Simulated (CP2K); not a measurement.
Band structure of SrC₂ (C2/c, 6 atoms in the cell).

```
CELL_PARAMETERS angstrom
      4.16709     0.00000     0.00000
      1.81057     3.75320     0.00000
     -2.02026    -1.26846     7.41439
ATOMIC_POSITIONS crystal
  Sr 0.17883 0.82117 0.75000
  Sr 0.82117 0.17883 0.25000
  C  0.42227 0.12839 0.55761
  C  0.57773 0.87161 0.44239
  C  0.87161 0.57773 0.94239
  C  0.12839 0.42227 0.05761
```

Level of theory: LDA (Pade form), GPW, DZVP-MOLOPT-SR-GTH basis, GTH-PADE potentials (GTH_POTENTIALS) (CP2K).

Settings: CUTOFF = 500 Ry; REL_CUTOFF = 50 Ry; KPOINTS/SCHEME = MONKHORST-PACK 6 6 3; GAMMA_CENTERED = T; XC_FUNCTIONAL = PADE; Sr/BASIS_SET = DZVP-MOLOPT-SR-GTH-q10; Sr/POTENTIAL = GTH-PADE-q10; C/BASIS_SET = DZVP-MOLOPT-SR-GTH-q4; C/POTENTIAL = GTH-PADE-q4; METHOD = GPW; EPS_DEFAULT = 1e-11; EXTRAPOLATION = USE_GUESS; NGRIDS = 5; SCF_GUESS = ATOMIC.

The starting cell comes from a database of computed structures (which also holds hypothetical and non-ambient phases and stackings), without a prior relaxation at this level. Values carry the incompleteness of an atom-centred basis.

**Question.** Predict the gap along the standard path and the places of the band edges.

**Answer.** The gap along the path is 2.04 eV, from a point between X1|X and Γ to Y; the smallest direct gap on it is 2.44 eV.

Levels in eV from the top of the valence band on the SCF mesh, bands 15 to 19:
| point | 15 | 16 | 17 | 18 | 19 |
|---|---|---|---|---|---|
| Γ | -0.93 | -0.92 | -0.48 | -0.28 | 3.23 |
| Y | -1.11 | -1.06 | -0.63 | -0.40 | 2.04 |
| F | -1.18 | -1.08 | -0.57 | -0.40 | 2.17 |
| L | -1.24 | -1.24 | -0.38 | -0.38 | 3.42 |
| Z | -0.89 | -0.89 | -0.23 | -0.23 | 3.85 |

Higher empty bands are left out: an atom-centred basis made for the valence describes them poorly.
